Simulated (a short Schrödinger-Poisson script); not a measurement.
Stack: gated In0.52Al0.48As/In0.53Ga0.47As modulation-doped gas in a quantum well, at 300 K.

```csv
layer,material,thickness (nm),Nd (cm⁻³),Na (cm⁻³)
1,In0.52Al0.48As,10,-,-
2,In0.52Al0.48As,30,6.1e17,-
3,In0.52Al0.48As,10,-,-
4,In0.53Ga0.47As,20,-,-
5,In0.52Al0.48As,4000,-,5e14
```

Constants are typed, rounded textbook-type inputs, not results; the design itself was drawn at random and stands for no fabricated device. In0.52Al0.48As: permittivity 12.5, conduction-band edge (eV) 0.52, gap (eV) 1.45, electron mass (mₑ) 0.075, Nv at 300 K (cm⁻³) 1.1e19. In0.53Ga0.47As: permittivity 13.9, conduction-band edge (eV) 0, gap (eV) 0.74, Nv at 300 K (cm⁻³) 7.7e18.

Channel valleys (confinement mass, in-plane density-of-states mass, number): Γ 0.041, 0.041, 1. At the gate the conduction-band edge of layer 1 lies 0.65 eV − eVg above the Fermi level of the channel; the field vanishes at the back. Donor level 0.02 eV below the band edge. The barrier under the gate holds no holes. Gaps are held at their typed values at every temperature. Mesh 0.08 nm at interfaces.

Solved with a short Schrödinger-Poisson script written for these runs: 1D Poisson equation in equilibrium, electrons quantum, Hartree (BenDaniel-Duke, 40 states a valley, the channel's in-plane mass for all, wave functions free to enter the barrier), parabolic valleys, classical holes, donors ionised by Fermi statistics, acceptors fully, no traps, pinning or gate leakage.

The same stack at other levels of the model or other numerical settings:

```tsv
run	sheet density of all electrons at Vg = 0.4 V (cm⁻²)	sheet density of all electrons at Vg = -0.1 V (cm⁻²)	capacitance at Vg = 0.4 V (μF/cm²)	centroid of the channel electrons at Vg = 0.4 V (nm)	rough cost against the base
base	1.01e12	4.41e11	0.334	7.32	about 1
electrons treated as classical, Boltzmann	1.11e12	4.82e11	0.300	4.81	0.02
electrons treated as classical, Fermi-Dirac	1.04e12	4.63e11	0.326	6.55	0.09
electrons treated as quantum, Hartree plus LDA exchange-correlation	1.02e12	4.50e11	0.328	7.22	1
mesh six times as coarse	1.01e12	4.41e11	0.335	7.31	0.2
one subband a valley	9.81e11	4.32e11	0.334	6.63	0.3
```

The classical rows ignore confinement, and Boltzmann statistics overrate the density once the band edge passes the Fermi level.
